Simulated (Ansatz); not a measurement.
TlBr (Cmcm, No. 63, 4 atoms in the cell; start mp-568949; a measured phase of this formula has another space group) was calculated with PBE0 (plane waves, PAW; Ansatz, an electronic-structure program).

Numerical settings: plane-wave cutoff 500 eV, 6×6×4 k mesh (along the axes of the cell as run), gaussian smearing 0.02 eV, scalar-relativistic PAW data made under PBE.

Cell (relaxed with PBEsol):

```cif
data_Br4Tl4
_chemical_formula_sum 'Tl4 Br4'
_space_group_name_H-M_alt 'Cmcm'
_space_group_IT_number 63
_space_group_name_Hall '-C 2c 2'
_cell_length_a 4.33990
_cell_length_b 12.15483
_cell_length_c 4.86650
_cell_angle_alpha 90.000
_cell_angle_beta 90.000
_cell_angle_gamma 90.000
loop_
_space_group_symop_operation_xyz
  'x, y, z'
  '-x, -y, -z'
  '-x, -y, z+1/2'
  'x, y, -z+1/2'
  'x, -y, -z'
  '-x, y, z'
  '-x, y, -z+1/2'
  'x, -y, z+1/2'
  'x+1/2, y+1/2, z'
  '-x+1/2, -y+1/2, -z'
  '-x+1/2, -y+1/2, z+1/2'
  'x+1/2, y+1/2, -z+1/2'
  'x+1/2, -y+1/2, -z'
  '-x+1/2, y+1/2, z'
  '-x+1/2, y+1/2, -z+1/2'
  'x+1/2, -y+1/2, z+1/2'
loop_
_atom_site_label
_atom_site_type_symbol
_atom_site_symmetry_multiplicity
_atom_site_Wyckoff_symbol
_atom_site_fract_x
_atom_site_fract_y
_atom_site_fract_z
_atom_site_occupancy
Tl1 Tl 4 c 0.00000 0.39057 0.25000 1
Br1 Br 4 c 0.00000 0.13620 0.25000 1
```
(The calculation used a cell of 4 atoms; values per cell refer to that cell.)

Q: Give the computed band gap.

A: 
- band gap: 3.69 eV (on the SCF k mesh)

Note: cell and atoms aren't relaxed at this level (pressure 2.0 GPa).

Spin–orbit coupling is not included; with these elements it can move the gap by several tenths of an eV or more.

Static lattice: no zero-point or thermal effects.

It cost about 8 core-minutes (a rough figure) of CPU time.

A start named mp-… is a Materials Project structure, which need not be a measured phase.
